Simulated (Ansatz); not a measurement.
Consider a 30-atom supercell of TiB2 (space group P6/mmm, No. 191; a = 3.0173 Å, c = 3.1849 Å) at its relaxed geometry.

All numbers come from DFT with PBEsol, PAW potentials and a 420 eV plane-wave cutoff in Ansatz (a program for electronic structure), no spin-orbit coupling, earlier PAW set.

Base values:

The pressure is 0.0 GPa.

The change: one Ti atom is replaced by B, atoms relaxed at fixed cell, starting from a slightly rattled geometry.

Question: Predict the new largest displacement of a host atom from its site in the perfect cell, pressure and shift of the substituted atom off its lattice site.

Answer: The largest displacement of a host atom from its site in the perfect cell is 0.10 Å; the pressure goes from zero to -0.9 GPa; the shift of the substituted atom off its lattice site is 1.03 Å.

The cell is small, so the values are those of an ordered compound at a high defect concentration; dilute-limit values will differ. A case with no gap was solved on a k-mesh chosen for an insulator, which is coarse for it. The final runs are not spin-polarised. The defect cell is not spin-polarised.
